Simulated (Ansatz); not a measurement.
The reference is ScSi (space group Cmcm, No. 63; a = 3.945 Å, b = 9.824 Å, c = 3.642 Å; a cell from a computed database, its experimental status unchecked; relaxed with 0.1 eV smearing). Axes: x, y, z lie along a, b, c of the conventional cell.

Computed with PBEsol (Ansatz, a program for electronic structure, PAW, spin-orbit coupling left out).

Perturbation: uniaxial stress, 8 GPa tension along x, with the cell and atoms free to relax against it.

Q: Predict the new strain response.

A: The strain response (xx, yy, zz) amounts to (+5.96, −0.73, −1.96) %.

Stability under load was not tested beyond the relaxation. The final runs are not spin-polarised.
